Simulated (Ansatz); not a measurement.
## Hypothetical diamond Sb: pressure series

Base system: Sb in the diamond structure (space group Fd-3m, No. 227; a = 6.986 Å; a hypothetical phase, not in the database extracts checked).

Cell and atoms are relaxed at each pressure.

The values are results of PBE (Ansatz, an electronic-structure program, PAW, without spin-orbit coupling), not measurements.

```json
[
 {"pressure (GPa)": "-2", "volume per atom (Å³/atom)": "45.917"},
 {"pressure (GPa)": "-1", "volume per atom (Å³/atom)": "?"},
 {"pressure (GPa)": "0", "volume per atom (Å³/atom)": "42.624"},
 {"pressure (GPa)": "0.3", "volume per atom (Å³/atom)": "42.223"},
 {"pressure (GPa)": "0.7", "volume per atom (Å³/atom)": "41.715"},
 {"pressure (GPa)": "3", "volume per atom (Å³/atom)": "39.251"},
 {"pressure (GPa)": "5", "volume per atom (Å³/atom)": "37.566"},
 {"pressure (GPa)": "7.5", "volume per atom (Å³/atom)": "35.867"},
 {"pressure (GPa)": "10", "volume per atom (Å³/atom)": "34.512"}
]
```

Task: Fit the third-order Birch–Murnaghan form P(V) = (3B₀/2)[(V₀/V)^(7/3) − (V₀/V)^(5/3)]·[1 + (3/4)(B₀′ − 4)((V₀/V)^(2/3) − 1)] (squares taken in P) to the rows shown and predict the withheld row.

Result: Least squares on the printed values gives V₀ = 42.612 Å³/atom, B₀ = 30.8 GPa, B₀′ = 4.1; this predicts 44.122 Å³/atom, and the run gives 44.128 Å³/atom, 0.006 higher.

Load acts through the strain it causes; cell and atoms are relaxed under it. No phonon test of stability was made. No other phases were tried under pressure.
